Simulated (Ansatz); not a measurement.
Functionals compared on H on the 1x1 (100) surface of monoclinic HfO2 (cut with top plane 2 O), one in a 1x1 cell, started at the site 'over Hf at depth 1.0 Å', in Ansatz (plane waves, PAW). The structure was relaxed with PBE; the other rows are single points on it, each with its references at the same level. Cutoff 420 eV (500 eV for r2SCAN). The points keep PBE's geometry, so the relaxation of a polaron and the settling of charge on one site are left out. HSE06 used the coarser mesh 3x3x1.

Host crystal: monoclinic HfO2, with a band gap (PBE, scalar-relativistic without spin-orbit coupling).

Set-up: 25 atoms, 9.3 Å thick at the start under the adsorbate (thin: gaps and levels are the slab's own); mesh 4x4x1; 0.01 eV smearing; dipole correction on; 12 atoms held, the rest relaxed; no symmetry held; spin-polarised, ending with about 1.0 μB a cell; orders that need a larger cell were not tried, no spin-orbit, no U, no dispersion correction. It is one chosen start, not shown to be the lowest state of the adsorbate. These notes are the PBE run's. r2SCAN: The program's check for a lower electronic state was not made. HSE06: The program's check for a lower electronic state was not made. Adsorption energies are against ½ H2(g). A negative adsorption energy means that the adsorbate is more stable on the surface than in its reference.

A dash marks a value that is undefined for that row or was read on another mesh.

```
functional  adsorption energy (eV)  gap of the slab on its k-mesh (eV)  highest filled level below the top vacuum level (eV)  magnetic moment of the cell (μB)
----------  ----------------------  ----------------------------------  ----------------------------------------------------  --------------------------------
PBE                           2.05                                1.43                                                  6.55                              1.00
RPBE                          2.16                                1.48                                                  6.49                              1.00
r2SCAN                        2.02                                2.21                                                  7.00                              1.00
HSE06                         2.13                                   –                                                     –                              1.00
```

Ansatz is a first-principles code.
